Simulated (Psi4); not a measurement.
Psi4 1.11, WB97X/def2-svp: In(Me)2(NH3) ([CH3][In+]([CH3])<-[NH3]), charge +1, multiplicity 1, 13 atoms. The geometry is a generated start, not checked to be a minimum at this level.

| Quantity | Value |
|---|---|
| task | energy |
| method | wb97x |
| basis | def2-svp |
| memory | 3 GB |
| maxiter | 100 |
| keys of the molecule block | symmetry c1 |
| scf_type | df (default) |
| e_convergence | 1e-06 (default) |
| d_convergence | 1e-06 (default) |
| dft_radial_points | 75 (default) |
| dft_spherical_points | 302 (default) |
| effective core potentials | those of the basis set, past Kr |
| basis functions | 113 |
| grid points | 280684 |

```xyz
13

In     0.0253     0.6112     0.1586
C      1.7462     1.2369    -1.1655
H      2.5723     0.5531    -0.9803
H      2.0195     2.2594    -0.9078
H      1.4081     1.1727    -2.1994
C     -1.6743     0.6138     1.6445
H     -2.2368    -0.3052     1.5038
H     -2.2953     1.4876     1.4552
H     -1.2407     0.6598     2.6416
N     -0.0675    -1.7922    -0.4647
H     -0.6924    -1.9574    -1.2531
H     -0.4068    -2.3746     0.3005
H      0.8423    -2.1651    -0.7335
```

Charge 1 and multiplicity 1 are set for this test and not shown to be the ground state.

With the defaults (damping_percentage = 0, diis = true, scf_initial_accelerator = adiis, guess = auto, which took SAD, level_shift = 0, level_shift_cutoff = 0.01, diis_max_vecs = 10) it converges in 8 SCF iterations. One run each on 2 threads, with these changes:
- guess = sap
- guess = huckel
- diis_max_vecs = 6
- damping_percentage = 60, diis = false, scf_initial_accelerator = none
- damping_percentage = 20
- guess = sapgau
- damping_percentage = 60
- level_shift = 0.5, level_shift_cutoff = 0.001
- level_shift = 0.1, level_shift_cutoff = 0.001

Q: Name the settings that don't reach the solution of the defaults.

A: No convergence: damping_percentage = 60; damping_percentage = 60, diis = false, scf_initial_accelerator = none (the run ends without SCF convergence in 100 iterations). The rest reach the solution of the defaults.

```json
[
 {"setting": "the defaults", "SCF iterations": "8", "end": "same solution"},
 {"setting": "level_shift = 0.5, level_shift_cutoff = 0.001", "SCF iterations": "8", "end": "same solution"},
 {"setting": "level_shift = 0.1, level_shift_cutoff = 0.001", "SCF iterations": "8", "end": "same solution"},
 {"setting": "diis_max_vecs = 6", "SCF iterations": "8", "end": "same solution"},
 {"setting": "guess = huckel", "SCF iterations": "9", "end": "same solution"},
 {"setting": "guess = sap", "SCF iterations": "11", "end": "same solution"},
 {"setting": "guess = sapgau", "SCF iterations": "16", "end": "same solution"},
 {"setting": "damping_percentage = 20", "SCF iterations": "17", "end": "same solution"},
 {"setting": "damping_percentage = 60", "SCF iterations": "100", "end": "no convergence"},
 {"setting": "damping_percentage = 60, diis = false, scf_initial_accelerator = none", "SCF iterations": "100", "end": "no convergence"}
]
```
